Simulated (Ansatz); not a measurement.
Consider Ta$_{2}$N in the anti-CdI2 type structure (space group P-3m1, No. 164; a = 3.0745 Å, c = 4.8520 Å).

Calculations: Ansatz (a first-principles code), PBE-D3(BJ), PAW, cutoff 420 eV, no spin-orbit coupling, earlier PAW set.

Base values:

The volume per atom is 13.24 Å³.

It is then changed as follows: hydrostatic tension (pressure −1 GPa).

Question: Predict the new volume per atom.

Answer: The volume per atom goes up by 0.05 Å³ (13.24 Å³ → 13.29 Å³).

Load acts through the strain it causes; cell and atoms are relaxed under it. Stability against distortions was not tested. The final runs are not spin-polarised. An odd electron count without spin: Ta2N.
